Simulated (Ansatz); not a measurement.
The starting structures come from a database of crystals and need not be the phases stable at ambient conditions.

 Where the default PAW files enter, the runs use the earlier of Ansatz's two default sets.

Data:

```
CELL_PARAMETERS angstrom
      3.83602     0.00000     0.00000
      0.00000     3.84388     0.00000
      0.00000     0.00000    11.94955
ATOMIC_POSITIONS crystal
  Bi 0.50000 0.53885 0.85794
  Bi 0.50000 0.46115 0.14206
  Bi 0.00000 0.03885 0.64206
  Bi 0.00000 0.96115 0.35794
  S  0.00000 0.00000 0.00000
  S  0.50000 0.50000 0.50000
  O  0.00000 0.52816 0.74979
  O  0.00000 0.47184 0.25021
  O  0.50000 0.02816 0.75021
  O  0.50000 0.97184 0.24979
```

Space group of this cell: Pnnm. The cell was relaxed by PBE-D3(BJ).

Transport runs along the normal of the first two printed cell vectors.

The gap is the functional's own. No spin-orbit coupling. Mid-gap values are interpolated on the energy grid.

Compute, with Ansatz (a program for electronic structure) with r2SCAN, the band gap and the smallest decay constant κ at mid-gap.

Gap 1.18 eV on a 8×8×4 mesh; κ = 0.193 1/Å, at the zone centre.
